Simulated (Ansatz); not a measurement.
## A computed series for SiS2: carrier doping

Base system: SiS2 (space group Ibam, No. 72; a = 5.803 Å, b = 9.892 Å, c = 5.546 Å; made of chains).

Carriers are added at fixed cell with a uniform background; the Fermi–Dirac width is that of 300 K.

The values are results of r2SCAN (Ansatz, a quantum-chemistry and plane-wave program), no spin-orbit coupling, not measurements.

Notes on the quantities. Fermi level from band edge: Fermi level relative to the doped band's edge (positive inside the band; to 0.05 eV).

```json
[
 {"variant": "undoped", "Fermi level from band edge": "–", "gap between the host's bands": "3.31 eV", "largest internal atomic displacement": "–"},
 {"variant": "electrons 2.0×10^21 cm⁻³", "Fermi level from band edge": "+0.35 eV", "gap between the host's bands": "3.24 eV", "largest internal atomic displacement": "0.016 Å"},
 {"variant": "electrons 3.0×10^21 cm⁻³", "Fermi level from band edge": "+0.40 eV", "gap between the host's bands": "3.21 eV", "largest internal atomic displacement": "0.024 Å"},
 {"variant": "electrons 7.0×10^21 cm⁻³", "Fermi level from band edge": "+0.65 eV", "gap between the host's bands": "3.05 eV", "largest internal atomic displacement": "0.057 Å"},
 {"variant": "electrons 1.0×10^22 cm⁻³", "Fermi level from band edge": "+0.80 eV", "gap between the host's bands": "2.93 eV", "largest internal atomic displacement": "0.081 Å"},
 {"variant": "holes 2.0×10^21 cm⁻³", "Fermi level from band edge": "+0.15 eV", "gap between the host's bands": "3.40 eV", "largest internal atomic displacement": "0.012 Å"},
 {"variant": "holes 3.0×10^21 cm⁻³", "Fermi level from band edge": "+0.20 eV", "gap between the host's bands": "3.44 eV", "largest internal atomic displacement": "0.013 Å"},
 {"variant": "holes 7.0×10^21 cm⁻³", "Fermi level from band edge": "+0.45 eV", "gap between the host's bands": "3.61 eV", "largest internal atomic displacement": "–"},
 {"variant": "holes 1.0×10^22 cm⁻³", "Fermi level from band edge": "+0.60 eV", "gap between the host's bands": "3.69 eV", "largest internal atomic displacement": "0.018 Å"}
]
```

Charged cell with a jellium background: band edges are those of the host's band count, energies are not comparable with the neutral cell, and many-body gap narrowing is missing. Stability against distortions was not tested. No dispersion term is included, though the crystal is made of layers, chains or molecules, so its spacings can come out too wide.
